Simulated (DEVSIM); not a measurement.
System: abrupt GaAs n-p junction, at 350 K.

```
layer (left to right)  material  thickness (μm)  Nd (cm⁻³)  Na (cm⁻³)  τn (s)  τp (s)
---------------------  --------  --------------  ---------  ---------  ------  ------
1                          GaAs           0.570     5.4e16          -  2.8e-9  2.8e-9
2                          GaAs             150          -       1e15  2.8e-9  2.8e-9
```

Left contact: ohmic. Right contact: ohmic. Voltage is applied to the left contact. Recombination: SRH at mid-gap, radiative, Auger. Mobility is μmin + (μ − μmin)/(1 + (N/Nref)^α).

Constants are typed, rounded textbook-type inputs, not results; the design itself was drawn at random and stands for no fabricated device. Values at 300 K; Nc and Nv go as T^1.5, mobilities as T to minus their exponent, the gap by Varshni's rule with the affinity fixed.

```csv
parameter,GaAs
gap (eV),1.424
affinity (eV),4.07
permittivity,12.9
Nc (cm⁻³),4.7e17
Nv (cm⁻³),9e18
μn (cm²/Vs),8500
μp (cm²/Vs),400
"μn,min",500
"μp,min",20
"Nref,n",6e16
"Nref,p",1.5e17
αn,0.39
αp,0.38
T exponent of μn,2.1
T exponent of μp,2.2
B (cm³/s),2e-10
Cn (cm⁶/s),1e-30
Cp (cm⁶/s),1e-30
Varshni α (eV/K),0.000541
Varshni β (K),204
```

Simulated with DEVSIM: 1D drift-diffusion, Boltzmann statistics, complete ionisation; no tunnelling, impact ionisation, image-force lowering or self-heating.

The minority lifetime in layer 2 was swept, all else fixed.

```json
[
 {"minority lifetime in layer 2 (s)": "8.4e-11", "dark forward voltage at 1 A/cm² (V)": "1.127"},
 {"minority lifetime in layer 2 (s)": "2.8e-10", "dark forward voltage at 1 A/cm² (V)": "1.143"},
 {"minority lifetime in layer 2 (s)": "8.4e-10", "dark forward voltage at 1 A/cm² (V)": "1.156"},
 {"minority lifetime in layer 2 (s)": "2.8e-9", "dark forward voltage at 1 A/cm² (V)": "1.166"},
 {"minority lifetime in layer 2 (s)": "8.4e-9", "dark forward voltage at 1 A/cm² (V)": "1.164"},
 {"minority lifetime in layer 2 (s)": "2.8e-8", "dark forward voltage at 1 A/cm² (V)": "1.135"},
 {"minority lifetime in layer 2 (s)": "8.4e-8", "dark forward voltage at 1 A/cm² (V)": "[?]"}
]
```

### Question
Complete the blanks.

### Answer

- 8.4e-8, dark forward voltage at 1 A/cm² (V): 1.079
